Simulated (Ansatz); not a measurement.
Base system: AlAs in the zinc blende structure (space group F-43m, No. 216).

```
AlAs
1.0
    0.00000     2.83735     2.83735
    2.83735     0.00000     2.83735
    2.83735     2.83735     0.00000
As Al
1 1
Direct
  0.25000   0.25000   0.25000
  0.00000   0.00000   0.00000
```

Cartesian axes are those of the cell as printed.

Method: PBEsol in Ansatz (plane waves to 420 eV, PAW, no spin-orbit coupling).

Strains are applied to the cell and any free atomic positions relax; under biaxial strain the out-of-plane vector relaxes too.

One change was made to it. Results:

| quantity | base | after |
|---|---|---|
| smallest direct gap | 1.91 eV | 1.66 eV |
| energy relative to the base (free energy F) | 0 meV/atom | +6.6 meV/atom |

What was done to the base?
(A) tensor shear ε_xz = +3.36 %
(B) tensor shear ε_xz = −2.12 %
(C) isotropic strain −5.69 %
(D) biaxial strain +4.88 %, plane normal [001], relaxed out of plane
(E) isotropic strain +1.40 %

B, tensor shear ε_xz = −2.12 %. For comparison, the energy relative to the base in the other runs: isotropic strain −5.69 % gives +181 meV/atom; tensor shear ε_xz = +3.36 % gives +17 meV/atom; isotropic strain +1.40 % gives +8.7 meV/atom; biaxial strain +4.88 %, plane normal [001], relaxed out of plane gives +33 meV/atom.

Whether these cells are dynamically stable was not tested.

Ansatz is an electronic-structure program.
